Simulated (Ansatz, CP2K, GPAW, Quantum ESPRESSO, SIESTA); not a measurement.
One structure in several programs: HfTeS (P1, 3 atoms in the cell)

Self-consistent single point, at a second geometry (atoms moved at random). First geometry:

```yaml
crystal:
  lattice:
    - [3.81538, 0.00000, 0.00000]
    - [-1.90769, 3.30422, 0.00000]
    - [0.00000, 0.00000, 6.60612]
  atoms:
    - { symbol: Hf, position: [0.33333, 0.66667, 0.02986] }
    - { symbol: Te, position: [0.00000, 0.00000, 0.74743] }
    - { symbol: S, position: [0.66667, 0.33333, 0.22271] }
```

Second geometry:
```
CELL_PARAMETERS angstrom
      3.81538     0.00000     0.00000
     -1.90769     3.30422     0.00000
      0.00000     0.00000     6.60612
ATOMIC_POSITIONS crystal
  Hf 0.33400 0.65361 0.02795
  Te 0.99461 0.01794 0.74924
  S  0.67139 0.32845 0.22281
```

Shared settings, as Ansatz (an electronic-structure program) writes them: kpoints.mp_grid.grid = 8 8 4; scf.occupations.method = gaussian; scf.occupations.width = 0.136 eV. Potentials and cutoffs stand in the table.

```
code                                                                                                                                      model  ΔF from the first geometry (meV/atom)  pressure (GPa)  largest force (eV/Å)       cutoff
----------------  -----------------------------------------------------------------------------------------------------------------------------  -------------------------------------  --------------  --------------------  -----------
Ansatz                                                                                                          PBEsol, PAW files made with PBE                                    9.4           -1.39                 0.519       420 eV
Quantum ESPRESSO                                                                           PBEsol, GBRV 1.5 ultrasoft (PBESOL) pseudopotentials                                    9.3           -1.55                 0.503        40 Ry
SIESTA            GGA PBEsol, numerical atomic orbitals DZP, PseudoDojo PBEsol standard norm-conserving potentials (rewritten from UPF to PSML)                                    9.7           -1.72                 0.571  grid 300 Ry
CP2K                                                                 PBEsol, GPW, DZVP-MOLOPT-SR-GTH basis, GTH-PBE potentials (GTH_POTENTIALS)                                   10.2           -1.07                 0.620  grid 500 Ry
GPAW                                                                                      PBEsol, GPAW PAW datasets PBEsol (made by gpaw-setup)                                    9.1           -1.37                 0.478       600 eV
```

Size of the force on each atom (eV/Å): Sizes of forces hide their directions.

| code | Hf1 | Te2 | S3 |
|---|---|---|---|
| Ansatz | 0.519 | 0.483 | 0.210 |
| Quantum ESPRESSO | 0.503 | 0.473 | 0.211 |
| SIESTA | 0.571 | 0.562 | 0.183 |
| CP2K | 0.620 | 0.617 | 0.200 |
| GPAW | 0.478 | 0.471 | 0.192 |

On Ansatz's run: spin-orbit coupling is off.

The spread over the programs that give each value: ΔF from the first geometry within 1.1 meV/atom; pressure within 0.65 GPa; largest force within 0.142 eV/Å.

SIESTA and CP2K use small atom-centred bases, whose incompleteness enters pressures, forces and empty levels differently from a plane-wave cutoff. Ansatz's pressure is given at a fixed set of plane waves, as the other plane-wave codes print theirs; with its correction for the finite basis it is -1.36 GPa. In the force vectors, SIESTA (by 0.138) and CP2K (by 0.193) lie more than 0.08 eV/Å from the median of the plane-wave programs.

The starting cell comes from a database of computed structures (which also holds hypothetical and non-ambient phases and stackings), without a prior relaxation at this level. For this run, on top of that: atoms moved at random.

Keys are those of Ansatz 0.2.
